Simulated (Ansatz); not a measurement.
Input and output of a self-consistent single point for CaSe (Fm-3m, 2 atoms in the cell) (Ansatz, an electronic-structure program).

Method of the run: LDA (PW92), default PAW files made with PBE (plane waves; Ansatz).

```xyz
2
Lattice="0.0000 3.0400 3.0400 3.0400 0.0000 3.0400 3.0400 3.0400 0.0000" Properties=species:S:1:pos:R:3 pbc="T T T"
Ca     0.0000     0.0000     0.0000
Se     3.0400     3.0400     3.0400
```

Reference input (self-consistent single point, DFT, PBE, plane waves, default PAW files): kpoints.mp_grid.grid = 6 6 6; hamiltonian.xc = pbe; hamiltonian.pseudopotentials = {kind: paw} (the program's default PAW files); scf.occupations.method = fixed. This run's input differs from it in these lines:

Ansatz 0.2 input:
```diff
@@ -11,3 +11,3 @@
 hamiltonian:
-  xc: pbe
+  xc: lda
   pseudopotentials: { kind: paw }
```

The program printed (abridged):

```
SCF iter   1: F=—  HF=-7159.925900 eV  |F-HF|=—  |Δ(HF+E_count)|=         —  Δρ=4.52e-3  dr2=6.67e-3  ethr=1.77e-3  ⟨swp⟩=4.1  Hψ=1316  notcnv=0  defer=5
all-band conjugate gradients solve this SCF's bands
preconditioner: auto → none
SCF iter   2: F=—  HF=-7159.924331 eV  |F-HF|=—  |Δ(HF+E_count)|=   1.57e-3  Δρ=2.19e-3  dr2=1.28e-3  ethr=2.56e-5  ⟨swp⟩=2.8  Hψ=532  notcnv=0  defer=27
SCF iter   3: F=—  HF=-7159.924183 eV  |F-HF|=—  |Δ(HF+E_count)|=   1.48e-4  Δρ=3.77e-4  dr2=5.90e-5  ethr=4.94e-6  ⟨swp⟩=2.0  Hψ=322  notcnv=0  defer=26
SCF iter   4: F=—  HF=-7159.924168 eV  |F-HF|=—  |Δ(HF+E_count)|=   1.49e-5  Δρ=1.18e-4  dr2=1.43e-5  ethr=2.27e-7  ⟨swp⟩=2.0  Hψ=434  notcnv=0  defer=28
SCF iter   5: F=—  HF=-7159.924163 eV  |F-HF|=—  |Δ(HF+E_count)|=   4.99e-6  Δρ=1.91e-5  dr2=1.97e-7  ethr=5.48e-8  ⟨swp⟩=2.4  Hψ=474  notcnv=0  defer=27
SCF iter   6: F=-7159.924163 eV  HF=-7159.924163 eV  |F-HF|=2.72e-8  |Δ(HF+E_count)|=   7.35e-8  Δρ=5.06e-6  dr2=1.96e-8  ethr=3.85e-10  ⟨swp⟩=6.5  Hψ=1511  notcnv=0
SCF 1 converged in 6 iterations: F = -7159.924163 eV  dr2 = 1.96e-8
Free energy (F): -7159.924163 eV
Internal energy: -7159.924163 eV  (E = F + TS)
E sigma→0 (E₀):  -7159.924163 eV
Fermi energy:    5.901440 eV
--- Forces (eV/Å), atoms counted from 1 ---
  atom   1  Ca    -0.00000000    -0.00000000     0.00000000
  atom   2  Se     0.00000000     0.00000000    -0.00000000
--- Stress (GPa, compression-positive) ---
       -6.168956      -0.000000       0.000000
       -0.000000      -6.168956      -0.000000
       -0.000000      -0.000000      -6.168956
  P = ⅓ Tr σ = -6.1690 GPa (-61.690 kbar)
  The stress holds the Pulay correction. Without it, at fixed plane waves, as pw.x and ABINIT print it: P = -6.1822 GPa
```

The run converged in 6 iterations. Against the reference run the pressure goes from -2.56 to -6.17 GPa and the gap on the mesh goes from 2.205 to 2.053 eV.

The starting cell comes from a database of computed structures (which also holds hypothetical and non-ambient phases and stackings), without a prior relaxation at this level. Its lattice was rescaled by a random factor within 2.5 % of one. With a pressure of about -6 GPa the cell is away from its equilibrium volume at this level. Ansatz's pressure includes its estimate of the finite-basis (Pulay) stress.
